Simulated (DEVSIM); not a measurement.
System: abrupt InP n-p junction, at 300 K.

```csv
layer (left to right),material,thickness (μm),Nd (cm⁻³),Na (cm⁻³),τn (s),τp (s)
1,InP,32.0,4.8e15,-,6.3e-10,6.3e-10
2,InP,1.80,-,7.3e15,6.3e-10,6.3e-10
```

Left contact: ohmic. Right contact: ohmic. Voltage is applied to the left contact. Recombination: SRH at mid-gap, radiative, Auger. Mobility is μmin + (μ − μmin)/(1 + (N/Nref)^α).

Constants are typed, rounded textbook-type inputs, not results; the design itself was drawn at random and stands for no fabricated device. Values at 300 K.

| parameter | InP |
|---|---|
| gap (eV) | 1.344 |
| affinity (eV) | 4.38 |
| permittivity | 12.5 |
| Nc (cm⁻³) | 5.7e17 |
| Nv (cm⁻³) | 1.1e19 |
| μn (cm²/Vs) | 5200 |
| μp (cm²/Vs) | 170 |
| μn,min | 400 |
| μp,min | 10 |
| Nref,n | 3e17 |
| Nref,p | 4.9e17 |
| αn | 0.47 |
| αp | 0.62 |
| B (cm³/s) | 1.2e-10 |
| Cn (cm⁶/s) | 9e-31 |
| Cp (cm⁶/s) | 9e-31 |

DEVSIM, 1D drift-diffusion, Boltzmann statistics, complete ionisation; no tunnelling, impact ionisation, image-force lowering or self-heating.

The minority lifetime in layer 1 was swept, all else fixed.

| minority lifetime in layer 1 (s) | dark forward voltage at 1 A/cm² (V) |
|---|---|
| 1.9e-11 | 0.824 |
| 6.3e-11 | 0.837 |
| 1.9e-10 | 0.848 |
| 6.3e-10 | 0.856 |
| 1.9e-9 | 0.861 |
| 6.3e-9 | 0.863 |
| 1.9e-8 | 0.864 |

From the first row to the last the dark forward voltage at 1 A/cm² goes from 0.824 to 0.864.
